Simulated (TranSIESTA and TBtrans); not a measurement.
Device: azulene-2,6-diyl held by thiolate S between the apex atoms of two Al(100) rods. Leads: fcc Al rod along [100], layers of 5 and 4 atoms, a = 4.04 Å. Geometry: as built, not relaxed. Transport runs along z; the first 18 and the last 18 of the 87 atoms are the lead cells, repeated to infinity.

```xyz
87
Lattice="14.213 0.000 0.000 0.000 14.213 0.000 0.000 0.000 42.342" Properties=species:S:1:pos:R:3 pbc="F F T"
Al     7.107     7.107     0.000
Al     9.963     7.107     0.000
Al     7.107     9.963     0.000
Al     4.250     7.107     0.000
Al     7.107     4.250     0.000
Al     8.535     8.535     2.020
Al     5.678     8.535     2.020
Al     8.535     5.678     2.020
Al     5.678     5.678     2.020
Al     7.107     7.107     4.040
Al     9.963     7.107     4.040
Al     7.107     9.963     4.040
Al     4.250     7.107     4.040
Al     7.107     4.250     4.040
Al     8.535     8.535     6.060
Al     5.678     8.535     6.060
Al     8.535     5.678     6.060
Al     5.678     5.678     6.060
Al     7.107     7.107     8.080
Al     9.963     7.107     8.080
Al     7.107     9.963     8.080
Al     4.250     7.107     8.080
Al     7.107     4.250     8.080
Al     8.535     8.535    10.100
Al     5.678     8.535    10.100
Al     8.535     5.678    10.100
Al     5.678     5.678    10.100
Al     7.107     7.107    12.120
Al     9.963     7.107    12.120
Al     7.107     9.963    12.120
Al     4.250     7.107    12.120
Al     7.107     4.250    12.120
Al     8.535     8.535    14.140
Al     5.678     8.535    14.140
Al     8.535     5.678    14.140
Al     5.678     5.678    14.140
Al     7.107     7.107    16.160
S      7.963     5.295    17.290
C      7.613     6.036    18.878
C      6.437     5.882    19.582
C      6.541     6.603    20.758
C      5.539     6.674    21.711
C      5.580     7.379    22.911
C      6.604     8.170    23.451
S      6.252     8.915    25.047
C      7.866     8.460    22.911
C      8.436     8.044    21.711
C      7.855     7.224    20.758
C      8.478     6.847    19.582
H      5.583     5.297    19.263
H      4.626     6.126    21.508
H      4.680     7.294    23.509
H      8.502     9.102    23.509
H      9.439     8.402    21.508
H      9.472     7.136    19.263
Al     7.107     7.107    26.182
Al     8.535     8.535    28.202
Al     5.678     8.535    28.202
Al     8.535     5.678    28.202
Al     5.678     5.678    28.202
Al     7.107     7.107    30.222
Al     9.963     7.107    30.222
Al     7.107     9.963    30.222
Al     4.250     7.107    30.222
Al     7.107     4.250    30.222
Al     8.535     8.535    32.242
Al     5.678     8.535    32.242
Al     8.535     5.678    32.242
Al     5.678     5.678    32.242
Al     7.107     7.107    34.262
Al     9.963     7.107    34.262
Al     7.107     9.963    34.262
Al     4.250     7.107    34.262
Al     7.107     4.250    34.262
Al     8.535     8.535    36.282
Al     5.678     8.535    36.282
Al     8.535     5.678    36.282
Al     5.678     5.678    36.282
Al     7.107     7.107    38.302
Al     9.963     7.107    38.302
Al     7.107     9.963    38.302
Al     4.250     7.107    38.302
Al     7.107     4.250    38.302
Al     8.535     8.535    40.322
Al     5.678     8.535    40.322
Al     8.535     5.678    40.322
Al     5.678     5.678    40.322
```

Run with TranSIESTA and TBtrans (open boundaries, self-consistent; PseudoDojo norm-conserving potentials, scalar-relativistic): PAO.BasisSize SZP, PAO.EnergyShift 0.15 eV, XC.Authors PBE, Mesh.Cutoff 150 Ry, ElectronicTemperature 300 K, TS.Voltage 0.0 eV, TBT.Elecs.Eta 0.001 eV, no spin polarisation.

Energies count from the leads' Fermi level. Transmissions are for one spin of a degenerate pair. The energy step is 0.02 eV; narrower resonances are cut or missed.

| E (eV) | T |
|---|---|
| -0.20 | 0.00449 |
| -0.16 | 0.00479 |
| -0.12 | 0.00567 |
| -0.08 | 0.00750 |
| -0.04 | 0.0110 |
| 0.00 | 0.0178 |
| 0.04 | 0.0404 |
| 0.08 | 0.0600 |
| 0.12 | 0.0779 |
| 0.16 | 0.100 |
| 0.20 | 0.130 |

### Question
Give the zero-bias conductance in μS and the resistance at 300 K.

### Answer
At the Fermi level T = 0.0178. Averaged with −∂f/∂E over the full grid (kT = 25.9 meV) it is 0.0240, well away from the value at one energy, as T changes fast within a few kT. With G0 = 2e²/h = 77.48 μS, G = 1.86 μS and R = 1/G = 538 kΩ.

### Question
Estimate the thermopower by Mott's formula S = −(π²/3)(kB²T/e) d ln T/dE from the rows at -0.04 and 0.04 eV.

### Answer
d ln T/dE = 16.3 eV⁻¹ and (π²/3) kB²T/e = 7.33 μV/K · eV, so S = -120 μV/K; the full integral gives -100 μV/K. A negative sign means that T rises with energy over the thermal window.

The leads' channel count changes near 0.03 eV, within the thermal window, so values at the Fermi level hang on where that band edge falls. Semilocal functionals put molecular levels too close to the Fermi level and tend to overestimate such conductances.
